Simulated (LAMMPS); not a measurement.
MD of Pd (fcc) with 50 % of Pd sites Pt at zero pressure over temperature, 4000 atoms; each row names its start.

Model: classical MD, pair style eam, the elements' _u3.eam files (universal-3 set of Foiles, Baskes and Daw); code LAMMPS.

| T (K), start | state | volume | enthalpy | first peak of g(r), Pd-Pt | coordination number of Pd by Pt | D(Pd) | D(Pt) |
|---|---|---|---|---|---|---|---|
| 300, crystal | crystal; no diffusion seen in 30 ps | 14.9809 ± 0.0001 Å³/atom | -4.7504 ± 0.0001 eV/atom | 2.76 Å, height 7.8 | 6.03 (counted to 3.34 Å) | - | - |
| 1350, crystal | crystal; no diffusion seen in 30 ps | 15.5181 ± 0.0004 Å³/atom | -4.4523 ± 0.0002 eV/atom | 2.74 Å, height 3.4 | 6.16 (counted to 3.50 Å) | - | - |
| 1840, melt | liquid | 16.395 ± 0.002 Å³/atom | -4.1637 ± 0.0005 eV/atom | 2.68 Å, height 2.3 | 6.26 (counted to 3.70 Å) | (4.35 ± 0.06) × 10^-5 cm²/s | (4.16 ± 0.05) × 10^-5 cm²/s |
| 2220, melt | liquid | 16.761 ± 0.001 Å³/atom | -4.0394 ± 0.0004 eV/atom | 2.67 Å, height 2.2 | 6.28 (counted to 3.74 Å) | (6.9 ± 0.1) × 10^-5 cm²/s | (6.31 ± 0.08) × 10^-5 cm²/s |
| 2710, melt | liquid | 17.251 ± 0.002 Å³/atom | -3.8865 ± 0.0007 eV/atom | 2.65 Å, height 2.0 | 6.27 (counted to 3.78 Å) | (1.00 ± 0.01) × 10^-4 cm²/s | (9.9 ± 0.2) × 10^-5 cm²/s |

Caution (rows 300, crystal; 1350, crystal): the random arrangement on this lattice is imposed, and need not be a phase that exists in equilibrium.

Caution (rows 1350, crystal; 1840, melt; 2220, melt; 2710, melt): a run this short can hold a crystal over, or a liquid under, the potential's own melting point, which these runs don't give.

States go by the mean squared displacement: a species diffuses where it passes 1.5 Å², still rises and gives D over 1e-6 cm²/s; a crystal has left its structure where atoms lie 0.35 Å off their sites on average or a cubic box changes its shape by 3 %, or the axial ratios of another lie 8 % off the starting cell's, which the potential's own relaxation can also do.

Errors of D are the spread over four groups of atoms in one short run; a floor of about 5 %, a picked value, is safer.

The ± values are statistical; the model's systematic error is not in them.
